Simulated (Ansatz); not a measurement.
Base system: La (space group P6_3/mmc, No. 194; a = 3.7856 Å, c = 12.0327 Å).

The values are results of Ansatz (an electronic-structure program), r2SCAN, PAW, cutoff 500 eV, no SOC, not measurements.

For the base:

The lattice parameter a is 7.154 bohr.

The change: Sr takes the place of La on all its sites; the structure is relaxed again.

### Question
How does this affect the lattice parameter a?

### Answer
The lattice parameter a rises by 0.975 bohr to 8.129 bohr.

Whether these cells are dynamically stable was not tested. This is not the structure that Sr has at room temperature and ambient pressure.
